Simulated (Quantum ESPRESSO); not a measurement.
## Energy against c/a at fixed volume: hcp Os (space group 194) (Quantum ESPRESSO, LDA)

```
CELL_PARAMETERS angstrom
      2.75156     0.00000     0.00000
     -1.37578     2.38292     0.00000
      0.00000     0.00000     4.17995
ATOMIC_POSITIONS crystal
  Os 0.66667 0.33333 0.75000
  Os 0.33333 0.66667 0.25000
```

Computed with LDA (PZ), GBRV 1.5 ultrasoft (LDA) pseudopotentials (plane waves; Quantum ESPRESSO). Settings: ecutwfc = 52 Ry; ecutrho = 416 Ry; occupations = smearing; smearing = fd; degauss = 0.0036749 Ry; potentials = {Os: os_lda_v1.2.uspp.F.UPF}; K_POINTS = automatic 28 28 16 0 0 0; conv_thr = 1e-10 Ry; mixing_beta = 0.4. The cell above is the first row's. The rows change c/a at fixed volume. In all rows fractional positions and the k mesh are held. E is the free energy at the stated smearing, counted from the lowest row.

```
c/a     E (meV/atom)
------  ------------
1.5191             ?
1.5349         14.23
1.5508          5.73
1.5666          1.02
1.5824          0.00
1.5982          2.58
1.6141          8.65
1.6299         18.20
1.6457         31.14
```

Fit E of the 8 rows that show it with a cubic. With u = c/a - 1.59, the rows have u = -0.05510, -0.03920, -0.02340, -0.00760, 0.00820, 0.02410, 0.03990, 0.05570. Least squares gives E = 0.780 + 157.39·u + 7122.1·u² - 2955·u³. Residuals (row less fit): 0.005, -0.002, -0.015, 0.003, 0.032, -0.018, -0.011, 0.008; standard error 0.021 (degrees of freedom: 4). The fitted curve has its minimum at c/a = 1.58, where E = -0.09. To one more digit the minimum is at c/a = 1.579; the ideal close-packed ratio is 1.633.

### Question
Estimate the missing E (c/a = 1.5191); what did the run itself give?

### Answer
u = -0.07090, so E = 0.780 + 157.39 × (-0.07090) + 7122.1 × (-0.07090)² - 2955 × (-0.07090)³ = 26.476 meV/atom. The calculation gives 26.50 meV/atom, 0.024 meV/atom above the prediction (0.1 % of the range of E in the table). The row lies outside the fitted rows, so this is an extrapolation. From the scatter of the fitted rows alone, a prediction at this place has a standard error of 0.056 meV/atom, so the miss is 0.4 times that.

Carrying the step between the two nearest rows on in a straight line would have given 22.68, off by 3.82; series whose last step already gives the withheld value aren't shown. The reference cell has the volume at which an earlier scan in this program and functional put its minimum by a fit; axis ratios and inner coordinates come from a measured-size cell. The runs keep the symmetry of the cell, so they don't test it for distortions. The best c/a moves a little with volume. Spin polarisation is off. Spin-orbit coupling is off. In metals such curves are sensitive to mesh and smearing. Cutoffs and mesh are single choices, not tested for convergence of this quantity. Series with a scatter that would blur these digits, or in which a gap closes, are not shown. Strain series were run only where this level's volume lies within 10 % of a first guess from the measured size.
